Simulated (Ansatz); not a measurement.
## La2O3 (space group P-3m1, No. 164)

```cif
data_La2O3
_chemical_formula_sum 'La2 O3'
_space_group_name_H-M_alt 'P 1'
_space_group_IT_number 1
_cell_length_a 3.94038
_cell_length_b 3.94038
_cell_length_c 6.18796
_cell_angle_alpha 90.000
_cell_angle_beta 90.000
_cell_angle_gamma 120.000
loop_
_space_group_symop_operation_xyz
  'x, y, z'
loop_
_atom_site_label
_atom_site_type_symbol
_atom_site_fract_x
_atom_site_fract_y
_atom_site_fract_z
_atom_site_occupancy
La1 La 0.33333 0.66667 0.24738 1
La2 La 0.66667 0.33333 0.75262 1
O1 O 0.00000 0.00000 0.00000 1
O2 O 0.33333 0.66667 0.64529 1
O3 O 0.66667 0.33333 0.35471 1
```

Level of theory: PBE (Ansatz, a first-principles code, PAW, no SOC). Γ-centred 10×10×6 mesh, Fermi–Dirac width 0.05 eV.

The volume per atom is 16.64 Å³ and the density is 6.50 g/cm³. The band gap is 3.83 eV, indirect, L → M and the total energy is -2842.414 eV/atom (σ→0; compares only within this code and set-up).

Stability against distortions was not tested.
